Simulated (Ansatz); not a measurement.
The starting structures come from a database of crystals and need not be the phases stable at ambient conditions.

Inside the gap of an insulator the Bloch states are evanescent, with a wavenumber k + iκ along the transport direction.

Here is the system:

```xyz
10
Lattice="5.1292 0.0000 0.0000 2.5646 4.9226 0.0000 2.5646 -1.3361 4.2363" Properties=species:S:1:pos:R:3 pbc="T T T"
Ti     5.1292     1.6308     3.6195
Ti     5.1292     1.9556     0.6168
Zn     7.6938     3.6646     2.7084
Zn     2.5646    -0.0782     1.5279
O      6.7032     3.3257     0.9470
O      3.5552     0.2608     3.2893
O      4.4264     2.8718     2.3860
O      5.8320     0.7147     1.8503
O      6.8226     2.3557     4.0224
O      3.4358     1.2308     0.2139
```

Space group of this cell: R-3. The cell is taken as given; by PBEsol its mean pressure is -8.1 GPa.

Transport runs along the normal of the first two printed cell vectors, the (101) plane of the conventional cell.

The gap is the functional's own. No spin-orbit coupling. Mid-gap values are interpolated on the energy grid.

Task: Give the band gap and the smallest decay constant κ at mid-gap that PBEsol (Ansatz, a first-principles code) yields.

Result: Gap 3.03 eV on a 8×8×8 mesh; κ = 0.388 1/Å, at the zone centre.
